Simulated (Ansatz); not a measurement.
System: interstitial N in fcc Al (neutral cell). Level of theory: PBE, PAW (plane waves to 420 eV; Ansatz, a first-principles code).

32-site cell at the relaxed PBE lattice, a 3×3×3 k-point mesh shifted by half a step, smearing 0.10 eV, spin-restricted, no finite-size correction. Energies are static. Sites that were not tried may lie lower.

Barriers: single points on a 5×5×5 k-point mesh shifted by half a step at the bands' geometries.

Relaxed starting cell (atoms counted from 1):

```xyz
33
Lattice="8.0839 0.0000 0.0000 0.0000 8.0839 0.0000 0.0000 0.0000 8.0839" Properties=species:S:1:pos:R:3 pbc="T T T"
Al    -0.0170    -0.0165    -0.0239
Al    -0.0144    -0.0139     4.0400
Al    -0.0144     4.0474    -0.0213
Al    -0.0167     4.0529     4.0457
Al     4.0469    -0.0141    -0.0214
Al     4.0524    -0.0162     4.0455
Al     4.0523     4.0528    -0.0235
Al     4.1127     4.1131     4.1058
Al    -0.0166     2.0088     2.0015
Al    -0.0145     2.0143     6.0685
Al    -0.0146     6.0758     2.0070
Al    -0.0169     6.0782     6.0708
Al     4.1127     1.9483     1.9412
Al     4.0525     2.0087     6.0704
Al     4.0524     6.0777     2.0014
Al     4.0469     6.0756     6.0684
Al     2.0083    -0.0162     2.0014
Al     2.0139    -0.0140     6.0683
Al     1.9479     4.1133     1.9414
Al     2.0083     4.0529     6.0704
Al     6.0753    -0.0140     2.0070
Al     6.0778    -0.0165     6.0708
Al     6.0773     4.0528     2.0015
Al     6.0752     4.0474     6.0685
Al     2.0083     2.0088    -0.0235
Al     1.9481     1.9488     4.1059
Al     2.0139     6.0757    -0.0214
Al     2.0084     6.0778     4.0456
Al     6.0752     2.0144    -0.0213
Al     6.0775     2.0088     4.0456
Al     6.0778     6.0782    -0.0239
Al     6.0752     6.0757     4.0400
N      3.0304     3.0308     3.0233
```

End state 1 differs by these moves (Å; atoms that move under 0.08 Å are left out):

```tsv
atom	element	Δx	Δy	Δz
8	Al	-0.06	-0.06	-0.06
13	Al	-0.02	0.07	0.07
19	Al	0.07	-0.02	0.07
26	Al	0.07	0.07	-0.02
33	N	-1.01	-1.01	-1.01
```

### Question
What forward and backward barriers to end state 1 does PBE, PAW give?

### Answer
forward 0.91 eV, backward 0.17 eV; at the saddle point atom 33 has neighbours 2 Al at 1.86, Al at 1.91, Al at 2.29 Å. The program found a first-order saddle point.
